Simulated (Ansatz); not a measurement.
Results of LDA (PAW; Ansatz, an electronic-structure program) for MgRh₆P₄ (P-6m2, No. 187, 11 atoms in the cell; start COD 1522253).

Numerical settings: plane-wave cutoff 520 eV, 12×12×16 k mesh (along the axes of the cell as run), Fermi–Dirac smearing 0.05 eV, no spin polarisation, scalar-relativistic PAW data made under PBE.

Cell (relaxed at this level):

```cif
data_MgP4Rh6
_chemical_formula_sum 'Rh6 P4 Mg1'
_space_group_name_H-M_alt 'P 1'
_space_group_IT_number 1
_cell_length_a 6.94727
_cell_length_b 6.94727
_cell_length_c 3.49486
_cell_angle_alpha 90.000
_cell_angle_beta 90.000
_cell_angle_gamma 120.000
loop_
_space_group_symop_operation_xyz
  'x, y, z'
loop_
_atom_site_label
_atom_site_type_symbol
_atom_site_fract_x
_atom_site_fract_y
_atom_site_fract_z
_atom_site_occupancy
Rh1 Rh 0.53397 0.06795 0.00000 1
Rh2 Rh 0.93205 0.46603 0.00000 1
Rh3 Rh 0.53397 0.46603 0.00000 1
Rh4 Rh 0.19274 0.38548 0.50000 1
Rh5 Rh 0.61452 0.80726 0.50000 1
Rh6 Rh 0.19274 0.80726 0.50000 1
P1 P 0.81229 0.62459 0.50000 1
P2 P 0.37541 0.18771 0.50000 1
P3 P 0.81229 0.18771 0.50000 1
P4 P 0.33333 0.66667 0.00000 1
Mg1 Mg 0.00000 0.00000 0.00000 1
```

**Question.** Estimate the bulk modulus B0 that the calculation returns.

**Answer.** 
- bulk modulus B0 = 243 GPa

The run finds no gap.

Note: the bulk modulus is −V dP/dV from two relaxed cells at ±2 % in volume; the relaxation could not lower the start's symmetry, so the cell can be a saddle point above a distorted one.

Static lattice: no zero-point or thermal effects.
